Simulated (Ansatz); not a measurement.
The parent structure is InSb in the zinc blende structure (space group F-43m, No. 216; a = 6.520 Å). Axes: x, y, z lie along the cube axes.

Calculations: plane-wave PAW DFT at the PBEsol level (Ansatz, a quantum-chemistry and plane-wave program, 420 eV), no SOC, earlier PAW set.

For the base:

The band gap is zero.

The change: a free-standing slab of 4 layers (8 atoms, 2 a layer) is cut normal to [110], with 15 Å of vacuum and the in-plane cell held at bulk.

Question: How does this affect the excess energy per area of both faces, change of the spacing d23 from its bulk value of 2.305 Å, band gap, gap character and valence-band top at Γ?

Answer: The excess energy per area of both faces (slab less bulk energy over the cell's area: twice a surface energy) comes out as 0.86 J/m² (uncertain by up to 0.04 J/m²); the change of the spacing d23 from its bulk value of 2.305 Å comes out as +2.7 %; the band gap changes from zero to 0.72 eV; the gap character comes out as indirect, Γ → k = (0, 0.429, 0) in the run's primitive reciprocal basis; the valence-band top at Γ (three highest levels, from the VBM) amounts to 0.00, -0.45, -0.65 eV.

Slab and bulk use different k-meshes, which limits the precision of the excess energy. Spin-orbit coupling, missing from the scalar runs, can matter with Sb. No phonon test of stability was made. All final runs are without spin polarisation. The zero or small gap of InSb can change with the level of theory. k-point labels follow each cell's own Brillouin zone.
